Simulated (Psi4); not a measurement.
Psi4 1.11, B3LYP/def2-svpd: Cd(Cl)2(NH3)2 ([NH3]->[Cd](<-[NH3])([Cl])[Cl]), 11 atoms. The geometry is a generated start, not checked to be a minimum at this level.

```json
{
  "task": "gradient",
  "method": "b3lyp",
  "basis": "def2-svpd",
  "memory": "7 GB",
  "scf_type": "df (default)",
  "guess": "auto, which took SAD (default)",
  "diis_max_vecs": "10 (default)",
  "scf_initial_accelerator": "adiis (default)",
  "e_convergence": "1e-08 (default)",
  "d_convergence": "1e-08 (default)",
  "effective_core_potentials": "those of the basis set, past Kr",
  "basis functions (reference run)": "176",
  "grid points (reference run)": "2004283"
}
```

```xyz
11

Cd     0.2013     0.7506     0.7882
Cl     2.3379     1.6245     0.8944
Cl    -1.5227     1.4730     2.1450
N      0.3847    -1.7617     0.8630
H     -0.0140    -2.2543     0.0696
H     -0.0831    -2.0985     1.7011
H      1.3681    -2.0098     0.9256
N     -0.5826     1.0113    -1.5945
H     -1.3465     1.6829    -1.5776
H     -0.9175     0.1776    -2.0684
H      0.1743     1.4043    -2.1465
```

The reference run has dft_radial_points = 200, dft_spherical_points = 974, dft_pruning_scheme = none (default); it is not itself proven converged. Single runs; times are not shown.

Settings tried, all else as in the reference:
- dft_radial_points = 99, dft_spherical_points = 590
- dft_radial_points = 35, dft_spherical_points = 110
- dft_radial_points = 150, dft_spherical_points = 770
- dft_radial_points = 75 (default), dft_spherical_points = 302 (default)
- dft_radial_points = 99, dft_spherical_points = 590, dft_pruning_scheme = treutler
- dft_radial_points = 75 (default), dft_spherical_points = 434
- dft_radial_points = 50, dft_spherical_points = 194
- dft_radial_points = 75 (default), dft_spherical_points = 302 (default), dft_pruning_scheme = robust
- dft_radial_points = 75 (default), dft_spherical_points = 302 (default), dft_pruning_scheme = treutler
- dft_radial_points = 25, dft_spherical_points = 50

Q: Sort the settings: which keep to the reference within 0.10 meV/atom in energy, 1.0 meV/Å in forces (largest component), and which don't?

A: Within it: dft_radial_points = 150, dft_spherical_points = 770. At the edge (between 0.75 and 1.33 times the tolerance): dft_radial_points = 99, dft_spherical_points = 590. Outside: dft_radial_points = 99, dft_spherical_points = 590, dft_pruning_scheme = treutler; dft_radial_points = 75 (default), dft_spherical_points = 434; dft_radial_points = 75 (default), dft_spherical_points = 302 (default); dft_radial_points = 75 (default), dft_spherical_points = 302 (default), dft_pruning_scheme = robust; dft_radial_points = 75 (default), dft_spherical_points = 302 (default), dft_pruning_scheme = treutler; dft_radial_points = 50, dft_spherical_points = 194; dft_radial_points = 35, dft_spherical_points = 110; dft_radial_points = 25, dft_spherical_points = 50.

| setting | grid points | energy against the reference | difference in forces (largest component) |
|---|---|---|---|
| the reference | 2004283 | — | — |
| dft_radial_points = 150, dft_spherical_points = 770 | 1195886 | +0.0015 meV/atom | 0.74 meV/Å |
| dft_radial_points = 99, dft_spherical_points = 590 | 606825 | −0.0027 meV/atom | 1.3 meV/Å |
| dft_radial_points = 99, dft_spherical_points = 590, dft_pruning_scheme = treutler | 343497 | −0.079 meV/atom | 2.1 meV/Å |
| dft_radial_points = 75 (default), dft_spherical_points = 434 | 339896 | −0.0031 meV/atom | 4.6 meV/Å |
| dft_radial_points = 75 (default), dft_spherical_points = 302 (default) | 236643 | +0.019 meV/atom | 12 meV/Å |
| dft_radial_points = 75 (default), dft_spherical_points = 302 (default), dft_pruning_scheme = robust | 169307 | +0.019 meV/atom | 12 meV/Å |
| dft_radial_points = 75 (default), dft_spherical_points = 302 (default), dft_pruning_scheme = treutler | 140267 | −0.048 meV/atom | 12 meV/Å |
| dft_radial_points = 50, dft_spherical_points = 194 | 102925 | +0.47 meV/atom | 59 meV/Å |
| dft_radial_points = 35, dft_spherical_points = 110 | 40924 | −11 meV/atom | 170 meV/Å |
| dft_radial_points = 25, dft_spherical_points = 50 | 13381 | +200 meV/atom | 440 meV/Å |

Total energies are compared; such shifts often cancel in part in energy differences. The gradients leave out the derivatives of the grid weights. No test of the SCF solution's stability was run. Also tried and not ranked: dft_radial_points = 99, dft_spherical_points = 590, dft_pruning_scheme = robust (same energy as a listed run). The tolerance is a choice made for this comparison.
